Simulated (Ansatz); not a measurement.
Take AlN in the zinc blende structure (space group F-43m, No. 216; a = 4.403 Å) as the base.

(Cell as relaxed with PBE.)

Levels (all Ansatz, a program for electronic structure, PAW): PBE (420 eV, no spin-orbit coupling); r2SCAN (500 eV, without spin-orbit coupling).

Each level relaxes its own structure.

```tsv
base	PBE	r2SCAN
volume per atom	10.67 Å³	10.43 Å³
lattice parameter a	4.403 Å	4.370 Å
band gap	3.31 eV	3.94 eV
```

Modification: Ga replaces 66.7 % of the Al, ordered in a cell of 6 atoms (starting symmetry I-4m2) and fully relaxed.

| quantity | PBE | r2SCAN |
|---|---|---|
| electron mass | 0.21 mₑ along c, 0.19 mₑ across (at Γ) | 0.23 mₑ along c, 0.22 mₑ across (at Γ) |
| valence-band top at Γ (three highest levels, from the VBM) | 0.00, 0.00, -0.12 eV | 0.00, 0.00, -0.11 eV |
| shift of the gap caused by the change | -1.07 eV | -1.01 eV |
| band gap | 2.24 eV | 2.93 eV |
| volume per atom | 11.38 Å³ | 11.05 Å³ |

PBE's shift of the gap caused by the change lies 0.055 eV below r2SCAN's; PBE's band gap lies 0.684 eV below r2SCAN's; PBE's volume per atom lies 0.33 Å³ above r2SCAN's (3.0 %). Neither level is exact; r2SCAN is the comparison here, not a measurement.

These are small ordered cells, not random alloys; other orderings at the same x differ. Masses are band curvatures over ±0.01 Å⁻¹ around the edge. Stability against distortions was not tested. This is not the structure that AlN has at room temperature and ambient pressure. This is not the structure that GaN has at room temperature and ambient pressure.
